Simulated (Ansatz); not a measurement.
We consider B₂O₃ (model structure, started from the beta Ga2O3 type, C2/m, No. 12, 10 atoms in the cell), described by r²SCAN+rVV10 (plane waves, PAW; Ansatz, an electronic-structure program).

Settings: plane-wave cutoff 560 eV, 14×14×8 k mesh (along the axes of the cell as run), Fermi–Dirac smearing 0.01 eV, scalar-relativistic PAW data made under PBE.

Cell (relaxed at this level):

```
CELL_PARAMETERS angstrom
      6.13951    -1.19486     0.31693
      6.13951     1.19486     0.31693
     -1.10117     0.00000     4.53964
ATOMIC_POSITIONS crystal
  B  0.08151 0.08151 0.78949
  B  0.91849 0.91849 0.21051
  B  0.61706 0.61706 0.30541
  B  0.38294 0.38294 0.69459
  O  0.14250 0.14250 0.09303
  O  0.85750 0.85750 0.90697
  O  0.14308 0.14308 0.54732
  O  0.85692 0.85692 0.45268
  O  0.48924 0.48924 0.24499
  O  0.51076 0.51076 0.75501
```

Question: Estimate the band gap, smallest direct gap on the k points sampled and direct gap at Γ that the calculation returns.

Answer: 
- band gap = 6.80 eV (indirect)
- smallest direct gap on the k points sampled = 7.25 eV
- direct gap at Γ = 7.68 eV

Note: the relaxation could raise the start's symmetry but not lower it, so the cell can be a saddle point.

Computed values are for the static lattice.

A model structure was made by putting elements into a prototype or built by hand; it is no filed structure, need not be a known phase, and can be a saddle point held by its symmetry.
